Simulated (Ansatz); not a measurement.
Consider the following.

End structure of a constructed model of the (000-1) surface of wurtzite GaN, N-terminated, 2x2 Ga adatom at T1 (bottom of the slab: 3 H on 4 bottom sites):

```
CELL_PARAMETERS angstrom
      6.43695     0.00000     0.00000
     -3.21848     5.57456     0.00000
      0.00000     0.00000    31.00000
ATOMIC_POSITIONS crystal
  Ga 0.33029 0.16971 0.30987
  Ga 0.83941 0.16971 0.30987
  Ga 0.33029 0.66059 0.30987
  Ga 0.83333 0.66667 0.32437
  N  0.16667 0.33333 0.33492
  N  0.66500 0.33000 0.33393
  N  0.17000 0.83500 0.33393
  N  0.66500 0.83500 0.33393
  Ga 0.16667 0.33333 0.39791
  Ga 0.66667 0.33333 0.39791
  Ga 0.16667 0.83333 0.39791
  Ga 0.66667 0.83333 0.39791
  N  0.33333 0.16667 0.41876
  N  0.83333 0.16667 0.41876
  N  0.33333 0.66667 0.41876
  N  0.83333 0.66667 0.41876
  Ga 0.33356 0.16644 0.48242
  Ga 0.83288 0.16644 0.48242
  Ga 0.33356 0.66712 0.48242
  Ga 0.83333 0.66667 0.48288
  N  0.16667 0.33333 0.50288
  N  0.66666 0.33333 0.50322
  N  0.16667 0.83334 0.50322
  N  0.66666 0.83334 0.50322
  Ga 0.16667 0.33333 0.56682
  Ga 0.66671 0.33343 0.56758
  Ga 0.16657 0.83329 0.56758
  Ga 0.66671 0.83329 0.56758
  N  0.33262 0.16738 0.58664
  N  0.83475 0.16738 0.58664
  N  0.33262 0.66525 0.58664
  N  0.83333 0.66667 0.58663
  Ga 0.33583 0.16417 0.65215
  Ga 0.82834 0.16417 0.65215
  Ga 0.33583 0.67166 0.65215
  Ga 0.83333 0.66667 0.65394
  N  0.16667 0.33333 0.67171
  N  0.66679 0.33357 0.66695
  N  0.16643 0.83321 0.66695
  N  0.66679 0.83321 0.66695
  H  0.33303 0.16697 0.25951
  H  0.83394 0.16697 0.25951
  H  0.33303 0.66606 0.25951
  Ga 0.16667 0.33333 0.73461
```

Set-up: 44 atoms, 14.8 Å thick at the start with caps and adatoms; mesh 4x4x1; 0.025 eV smearing; dipole correction on; 8 atoms held, the rest relaxed; start symmetry kept, larger cells not searched; no spin (in PBE a spin-polarised start ends 0.24 eV a cell lower), no spin-orbit, no U. The slab shows no gap on its mesh. In PBE it lies 0.40 eV a 1x1 cell over the lowest computed structure of the same composition (2x2 Ga adatom at H3).

What work function of the top face does PBE run with Ansatz (a first-principles code) give?

5.37 eV
